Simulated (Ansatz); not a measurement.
Re under load (space group P6_3/mmc), PBEsol, DFPT electron-phonon coupling, linearised Boltzmann equation (Ansatz, a program for electronic structure). Condition of this run: hydrostatic pressure 15 GPa (the target of the relaxation). Phonon-limited resistivity 8.01 μΩ·cm at 300 K along z (a = (2.72, 0.00, 0.00) Å; b = (-1.36, 2.35, 0.00) Å; c = (0.00, 0.00, 4.40) Å), 11.0 μΩ·cm at 400 K, current-weighted mean free path 6.7 nm, Drude plasma energy 9.23 eV.

Q: What Drude relaxation time do resistivity and plasma energy imply?

A: ω_p = 1.40e16 s⁻¹, so τ = 1/(ε₀ ω_p² ρ) = 7.17 fs, a damping ħ/τ of 91.8 meV.

Q: What is the classical skin depth at 10 GHz (nonmagnetic, μ₀ = 1.257×10⁻⁶ H/m)?

A: δ = √(ρ/(π f μ₀)) = 1420 nm.

Q: What temperature coefficient of resistance follows, and how does it compare with 1/T?

A: (ρ₄₀₀ − ρ₃₀₀)/(100 K × ρ₃₀₀) = 3.73×10⁻³ K⁻¹, against 1/T = 3.33×10⁻³ K⁻¹ for a resistivity proportional to T. It lies higher because phonons are still being populated at 300 K; impurities would add a constant and lower it.

A metal at this level (no band gap). Only scattering by harmonic phonons is included (no impurities, grain boundaries, electron-electron scattering or thermal expansion). Spin-orbit coupling is left out, which matters with elements this heavy. Halving the electron mesh (36x36x20) moves the resistivity by up to 4 % at 300 K, the mean free path by up to 5 %. Smearing 0.20 eV; phonons on a 6x6x3 q mesh, which this run doesn't test.
